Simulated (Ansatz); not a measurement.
# NiSi (Pmmn, No. 59, 4 atoms in the cell; start mp-999192; a measured phase of this formula has another space group)

The numbers are results of r²SCAN+rVV10 (Ansatz, a quantum-chemistry and plane-wave program, PAW), not measurements.

Numerical settings: plane-wave cutoff 500 eV, 14×12×8 k mesh (along the axes of the cell as run), Fermi–Dirac smearing 0.05 eV, no spin polarisation, scalar-relativistic PAW data made under PBE.

Cell (relaxed at this level):

Space group Pmmn, origin choice 1 (No. 59); a = 2.9483 Å, b = 3.2695 Å, c = 4.6619 Å, α = 90.00°, β = 90.00°, γ = 90.00°

```json
[
 {"atom": "Si", "site": "2a", "symmetry": "mm2", "x": "0.0000", "y": "0.0000", "z": "0.1564"},
 {"atom": "Ni", "site": "2a", "symmetry": "mm2", "x": "0.0000", "y": "0.0000", "z": "0.6563"}
]
```

```json
{
  "band_gap": "zero (no gap)"
}
```

Note: the relaxation could not lower the start's symmetry, so the cell can be a saddle point above a distorted one.

Static lattice: no zero-point or thermal effects.

It cost very roughly 4 core-minutes of CPU time.

A start named mp-… is a Materials Project structure, which need not be a measured phase.
